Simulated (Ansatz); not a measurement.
# MgS (model structure, within 0.1 Å of Fm-3m, No. 225, 8 atoms in the cell)

Level of theory: LDA (Ansatz, a quantum-chemistry and plane-wave program, plane waves, PAW).

Numerical settings: plane-wave cutoff 520 eV, 6×16×16 k mesh (along the axes of the cell as run), Fermi–Dirac smearing 0.05 eV, scalar-relativistic PAW data made under PBE.

Cell (relaxed with PBEsol):

```cif
data_Mg4S4
_chemical_formula_sum 'Mg4 S4'
_space_group_name_H-M_alt 'P 1'
_space_group_IT_number 1
_cell_length_a 10.36543
_cell_length_b 3.66414
_cell_length_c 3.66375
_cell_angle_alpha 90.000
_cell_angle_beta 90.000
_cell_angle_gamma 90.000
loop_
_space_group_symop_operation_xyz
  'x, y, z'
loop_
_atom_site_label
_atom_site_type_symbol
_atom_site_fract_x
_atom_site_fract_y
_atom_site_fract_z
_atom_site_occupancy
Mg1 Mg 0.12502 0.25000 0.24942 1
Mg2 Mg 0.37498 0.75000 0.74942 1
Mg3 Mg 0.87498 0.75000 0.75058 1
Mg4 Mg 0.62502 0.25000 0.25058 1
S1 S 0.87500 0.25000 0.25047 1
S2 S 0.62500 0.75000 0.75047 1
S3 S 0.12500 0.75000 0.74953 1
S4 S 0.37500 0.25000 0.24953 1
```

For MgS (model structure, within 0.1 Å of Fm-3m, No. 225, 8 atoms in the cell), the band gap is 2.58 eV (on the SCF k mesh).

Note: cell and atoms aren't relaxed at this level (pressure -2.4 GPa).

The computed numbers hold no vibrational or temperature effects.

Computing time: very roughly 80 core-seconds.

A model structure was made by putting elements into a prototype or built by hand; here it ended with the formula and space group of a phase in our tables.
